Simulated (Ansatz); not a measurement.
Formation energy of the bound charge states of O on the N site in beta Si3N4 (start: the N(1,3-fold) site; 84-site cell, 2×2×2 shifted sampling) against the Fermi level, Si-rich (Δμ(N) = -1.86 eV, Δμ(O) = -4.32 eV, bounded by Si2N2O (Cmc2_1); only phases computed here count, gases as isolated molecules at 0 K). Method: PBE, PAW (plane waves to 420 eV; Ansatz, a quantum-chemistry and plane-wave program).

Set-up: 84-site cell; 2×2×2 shifted k-points; host gap 4.25 eV; charged states image-corrected; finite-size errors of tenths of an eV; flagged in the runs: a host whose relaxation on this sampling wasn't shown to rest.

```json
[
 {"E_F − E_VBM (eV)": "0.00", "q = +1": "-0.44", "q = 0": "3.41", "q = −1": "6.65"},
 {"E_F − E_VBM (eV)": "0.53", "q = +1": "0.09", "q = 0": "3.41", "q = −1": "6.12"},
 {"E_F − E_VBM (eV)": "1.06", "q = +1": "0.62", "q = 0": "3.41", "q = −1": "5.59"},
 {"E_F − E_VBM (eV)": "1.60", "q = +1": "1.15", "q = 0": "3.41", "q = −1": "5.06"},
 {"E_F − E_VBM (eV)": "2.13", "q = +1": "1.68", "q = 0": "3.41", "q = −1": "4.53"},
 {"E_F − E_VBM (eV)": "2.66", "q = +1": "2.22", "q = 0": "3.41", "q = −1": "3.99"},
 {"E_F − E_VBM (eV)": "3.19", "q = +1": "2.75", "q = 0": "3.41", "q = −1": "3.46"},
 {"E_F − E_VBM (eV)": "3.72", "q = +1": "3.28", "q = 0": "3.41", "q = −1": "2.93"},
 {"E_F − E_VBM (eV)": "4.25", "q = +1": "3.81", "q = 0": "3.41", "q = −1": "2.40"}
]
```

Crossings of the lowest lines: (+1/−1) at 3.55 eV.
